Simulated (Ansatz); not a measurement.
System: MgS (model structure, started from the alpha GeTe type, Fm-3m, No. 225, 2 atoms in the cell). Method: r²SCAN (PAW; Ansatz, an electronic-structure program).

Numerical settings: plane-wave cutoff 500 eV, 14×14×14 k mesh, Fermi–Dirac smearing 0.05 eV, scalar-relativistic PAW data made under PBE.

Cell (relaxed at this level):

```yaml
crystal:
  lattice:
    - [1.83958, 1.06208, 3.00394]
    - [-1.83958, 1.06208, 3.00394]
    - [0.00000, -2.12416, 3.00394]
  atoms:
    - { symbol: Mg, position: [0.75000, 0.75000, 0.75000] }
    - { symbol: S, position: [0.25000, 0.25000, 0.25000] }
```

Q: Estimate the band gap that the calculation returns.

A: 
- band gap = 3.46 eV (on the SCF k mesh)

Static lattice: no zero-point or thermal effects.

Computing time: about 3 core-minutes (a rough figure).

A model structure was made by putting elements into a prototype or built by hand; here it ended with the formula and space group of a phase in our tables.
